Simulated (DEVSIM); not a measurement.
**Si p-i-n diode**

System: Si p-i-n diode, at 300 K.

```tsv
layer (left to right)	material	thickness (μm)	Nd (cm⁻³)	Na (cm⁻³)	τn (s)	τp (s)
1	Si	0.290	-	1.3e19	4.9e-7	4.9e-7
2	Si	2.40	1.8e13	-	4.9e-7	4.9e-7
3	Si	3.00	1.2e17	-	4.9e-7	4.9e-7
```

Left contact: ohmic. Right contact: ohmic. Voltage is applied to the left contact. Recombination: SRH at mid-gap. Mobility is constant in doping.

Constants are typed, rounded textbook-type inputs, not results; the design itself was drawn at random and stands for no fabricated device. Values at 300 K.

```
parameter           Si
-------------  -------
gap (eV)         1.124
affinity (eV)     4.05
permittivity      11.7
Nc (cm⁻³)      2.86e19
Nv (cm⁻³)       3.1e19
μn (cm²/Vs)       1417
μp (cm²/Vs)        470
```

DEVSIM, 1D drift-diffusion, Boltzmann statistics, complete ionisation; no tunnelling, impact ionisation, image-force lowering or self-heating.

The potential step across the device at zero bias comes out as 0.960 V and the dark forward voltage at 1 A/cm² comes out as 0.657 V. The dark forward voltage at 100 A/cm² is 0.785 V.

Small-signal capacitance in reverse bias (quasi-static):

```csv
V (V),C (nF/cm²)
-0.4,4.70
-1,4.53
-2,4.42
-3,4.38
-4,4.35
-6,4.32
-8,4.30
-10,4.29
-13,4.27
-16,4.26
-20,4.24
```

Dark reverse current:

```csv
V (V),J (A/cm²)
-0.40,-1.7e-7
-1.00,-2.5e-7
-2.00,-3.1e-7
-3.00,-3.4e-7
-4.00,-3.6e-7
-6.00,-3.7e-7
-8.00,-3.9e-7
-10.00,-3.9e-7
-13.00,-4.0e-7
-16.00,-4.1e-7
-20.00,-4.1e-7
```
